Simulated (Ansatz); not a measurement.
Cost and result by functional for the adsorption energy of CH3 on the 1x1 (101) surface of anatase TiO2 (cut with top plane O), one in a 2x1 cell, started at the site 'over Ti at depth 1.4 Å', in Ansatz (plane waves, PAW). Single points on the PBE structure, on one kind of machine; costs are rough ratios of the slab run's core time (references not counted) to the cheapest single point. r2SCAN's cost holds its higher cutoff (500 against 420 eV). Differences are taken against r2SCAN for comparison alone: no measured value is at hand, so the table doesn't rank accuracy. The points keep PBE's geometry, so the relaxation of a polaron and the settling of charge on one site are left out.

Host crystal: anatase TiO2, with a band gap (PBE, scalar-relativistic without spin-orbit coupling).

Slab: 40 atoms, 9.4 Å thick at the start under the adsorbate (thin: gaps and levels are the slab's own); k 3x4x1, smearing 0.01 eV, dipole-corrected; 14 atoms held, the rest relaxed; no symmetry held; spin-polarised, ending with about 0.5 μB a cell, a value that depends on the mesh; orders that need a larger cell were not tried, no spin-orbit, no U, no dispersion correction. The slab shows no gap over 0.04 eV on its mesh. At the end it is bonded to O. In PBE it is, or lies within 0.03 eV of, the lowest of the starts that converged. These notes are the PBE run's. r2SCAN: The program's check for a lower electronic state was not made. Adsorption energies are against CH4(g) − ½ H2(g). A negative adsorption energy means that the adsorbate is more stable on the surface than in its reference.

| functional | relative cost | adsorption energy (eV) | less r2SCAN (eV) |
|---|---|---|---|
| RPBE | 1 | 1.70 | 0.23 |
| r2SCAN | 2 | 1.47 | 0.00 |
| PBE (the relaxed run's value) | – | 1.49 | 0.02 |

The values span 0.23 eV, while the single points' costs differ by a factor of roughly 2. Differences are of unrounded values.

Ansatz is a program for electronic structure.
